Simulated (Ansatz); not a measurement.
What H interstitial (started 2.28 Å from the nearest host atom), symmetric start does to hypothetical P6_3/mmc SiS2

The parent structure is a 12-atom supercell of SiS$_{2}$ in the 2H-MoS2 type structure (space group P6_3/mmc, No. 194; a = 3.224 Å, c = 12.153 Å; a hypothetical phase, not in the database extracts checked; layered, stacked along the Cartesian z axis) at its relaxed geometry.

Perturbation: a neutral H interstitial (started 2.28 Å from the nearest host atom), symmetric start, atoms relaxed at fixed cell.

Level of theory: r2SCAN+rVV10 (Ansatz, a program for electronic structure; PAW; 500 eV plane waves; spin-orbit coupling left out). Settings: 6×10×3 k-points, 0.05 eV Fermi–Dirac smearing.

```json
[
 {"quantity": "pressure", "base": "0.0 GPa", "changed": "5.3 GPa", "shift": "+5.3 GPa"},
 {"quantity": "final site of the added atom", "base": "–", "changed": "2 S at 1.66 Å (linear)", "shift": "–"}
]
```

Final structure:

```
CELL_PARAMETERS angstrom
      4.83619    -2.79218     0.00000
      1.61206     2.79218     0.00000
      0.00000     0.00000    12.15322
ATOMIC_POSITIONS crystal
  Si 0.93998 0.66026 0.23882
  Si 0.45862 0.16023 0.23965
  Si 0.06002 0.66026 0.76118
  Si 0.54138 0.16023 0.76035
  S  0.72290 0.66023 0.65701
  S  0.21726 0.16028 0.65094
  S  0.10864 0.16029 0.12681
  S  0.61606 0.66028 0.12863
  S  0.27710 0.66023 0.34299
  S  0.78274 0.16028 0.34906
  S  0.89136 0.16029 0.87319
  S  0.38394 0.66028 0.87137
  H  0.00000 0.16018 0.00000
```

Cost of the whole job for the changed cell (relaxation, final SCF and bands): about 19 core-minutes (a rough figure).

The cell is small, so the values are those of an ordered compound at a high defect concentration; dilute-limit values will differ. The defect started on the symmetric site and kept its symmetry, so it may sit on a saddle. All final runs are without spin polarisation. The defect cell is not spin-polarised.
